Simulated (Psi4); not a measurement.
Psi4 1.11, HF/def2-svpd: Ti(Br)(H)3 ([TiH3][Br]), 5 atoms. The geometry is a generated start, not checked to be a minimum at this level.

| Property | Value |
|---|---|
| task | energy |
| method | scf |
| basis | def2-svpd |
| memory | 3 GB |
| maxiter | 100 |
| keys of the molecule block | symmetry c1 |
| scf_type | df (default) |
| e_convergence | 1e-06 (default) |
| d_convergence | 1e-06 (default) |
| basis functions | 99 |

```xyz
5

Ti     0.2191    -0.0027     0.0989
Br    -1.9855     0.0476    -0.9105
H      1.1645     0.9187    -0.9325
H     -0.0127     0.6674     1.6177
H      0.6146    -1.6310     0.1264
```

Charge 0 and multiplicity 1 are set for this test and not shown to be the ground state.

With the defaults (damping_percentage = 0, diis = true, scf_initial_accelerator = adiis, guess = auto, which took SAD, diis_max_vecs = 10, level_shift = 0, level_shift_cutoff = 0.01) it converges in 10 SCF iterations. One run each on 2 threads, with these changes:
- diis_max_vecs = 20
- guess = sadno
- level_shift = 0.1, level_shift_cutoff = 0.001
- guess = sapgau
- scf_initial_accelerator = none
- damping_percentage = 60, diis = false, scf_initial_accelerator = none
- level_shift = 0.5, level_shift_cutoff = 0.001
- damping_percentage = 60
- diis_max_vecs = 3

Which runs fail or end elsewhere than the default run?

No convergence: damping_percentage = 60; damping_percentage = 60, diis = false, scf_initial_accelerator = none (the run ends without SCF convergence in 100 iterations). The rest reach the solution of the defaults.

| setting | SCF iterations | end |
|---|---|---|
| the defaults | 10 | same solution |
| scf_initial_accelerator = none | 10 | same solution |
| diis_max_vecs = 20 | 10 | same solution |
| guess = sapgau | 10 | same solution |
| level_shift = 0.1, level_shift_cutoff = 0.001 | 10 | same solution |
| level_shift = 0.5, level_shift_cutoff = 0.001 | 10 | same solution |
| guess = sadno | 11 | same solution |
| diis_max_vecs = 3 | 13 | same solution |
| damping_percentage = 60 | 100 | no convergence |
| damping_percentage = 60, diis = false, scf_initial_accelerator = none | 100 | no convergence |
